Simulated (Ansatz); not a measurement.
Take ZnGeP2 in the chalcopyrite structure (space group I-42d, No. 122) as the base.

```
CELL_PARAMETERS angstrom
     -2.71213     2.71213     5.35485
      2.71213    -2.71213     5.35485
      2.71213     2.71213    -5.35485
ATOMIC_POSITIONS crystal
  Zn 0.00000 0.00000 0.00000
  Zn 0.75000 0.25000 0.50000
  Ge 0.50000 0.50000 0.00000
  Ge 0.25000 0.75000 0.50000
  P  0.87500 0.87334 0.49834
  P  0.12666 0.62500 0.00166
  P  0.37500 0.37666 0.50166
  P  0.62334 0.12500 0.99834
```

Cartesian axes are those of the cell as printed.

Calculations: PBEsol (Ansatz, an electronic-structure program, PAW, spin-orbit coupling left out).

Base values:

```
Property                                        Value
---------------------  ------------------------------
Gap character          indirect, Γ → M–S (33 % along)
Valence-band top at Γ           0.00, -0.07, -0.07 eV
```

Modification: compressive biaxial strain of 0.75 % in the plane normal to [001], as in epitaxy on a mismatched substrate; the out-of-plane cell vector and the atoms relax.

Q: Estimate the effect on the out-of-plane strain.

A: The out-of-plane strain comes out as +0.69 %.

Q: What does the calculation give for the gap character after the change?

A: The gap character stays indirect, Γ → M–S (33 % along).

Q: How does this affect the valence-band top at Γ?

A: The valence-band top at Γ (three highest levels, from the VBM) becomes 0.00, 0.00, -0.01 eV (base: 0.00, -0.07, -0.07 eV).

Q: How does this affect the energy relative to the base?

A: The energy goes up by 0.9 meV/atom.

Whether these cells are dynamically stable was not tested.
